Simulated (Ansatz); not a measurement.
System: Ge (P6₃/mmc, No. 194, 4 atoms in the cell; start mp-1007760; another form than the element's usual one). Method: HSE06 (Ansatz, an electronic-structure program, PAW).

Settings: plane-wave cutoff 460 eV, 9×9×4 k mesh (along the axes of the cell as run), Fermi–Dirac smearing 0.01 eV, scalar-relativistic PAW data made under PBE.

Cell (relaxed with PBEsol):

Space group P6₃/mmc (No. 194); a = 3.998 Å, b = 3.998 Å, c = 6.594 Å, α = 90.00°, β = 90.00°, γ = 120.00°

```tsv
atom	site	symmetry	x	y	z
Ge	4f	3m.	0.6667	0.3333	0.0628
```

**Question.** Estimate the band gap that the calculation returns.

**Answer.** 
- band gap: 0.37 eV (on the SCF k mesh)

Note: cell and atoms aren't relaxed at this level (pressure 0.4 GPa).

Spin–orbit coupling is not included.

Computed values are for the static lattice.

Computing time: about 5 core-minutes (a rough figure).

A start named mp-… is a Materials Project structure, which need not be a measured phase.
